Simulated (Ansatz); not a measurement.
Ca3GeO (Imma, No. 74, 10 atoms in the cell; start mp-17193)

Computed with HSE06 (Ansatz, an electronic-structure program, plane waves, PAW).

Numerical settings: plane-wave cutoff 460 eV, 6×6×6 k mesh, Fermi–Dirac smearing 0.01 eV, scalar-relativistic PAW data made under PBE.

Cell (relaxed with PBEsol):

Ca$_{3}$GeO is taken in the orthorhombic space group Imma (No. 74), Pearson symbol oI20. Conventional cell: a = 6.599 Å, b = 9.335 Å, c = 6.623 Å, α = β = γ = 90.00°. Ca1 on 8g sees 2 O at 2.344 Å and 2 Ge at 3.176 Å and 2 Ge at 3.435 Å (octahedral). Ca2 on 4e is surrounded by 2 O at 2.347 Å and 1 Ge at 3.069 Å and 2 Ge at 3.309 Å and 1 Ge at 3.554 Å (octahedral). Ge on 4e is coordinated by 12 Ca at 3.069–3.554 Å. O on 4b is surrounded by 6 Ca at 2.344–2.347 Å (octahedral). (Neighbours: up to the widest gap in distance over summed covalent radii, below 1.35, at either atom; cation-cation and far metal-metal contacts left out.)
(The calculation used a cell of 10 atoms; values per cell refer to that cell.)

- band gap = 0.60 eV (on the SCF k mesh) (direct)

Note: cell and atoms aren't relaxed at this level (pressure 2.0 GPa).

Spin–orbit coupling is not included.

The computed numbers hold no vibrational or temperature effects.

A start named mp-… is a Materials Project structure, which need not be a measured phase.
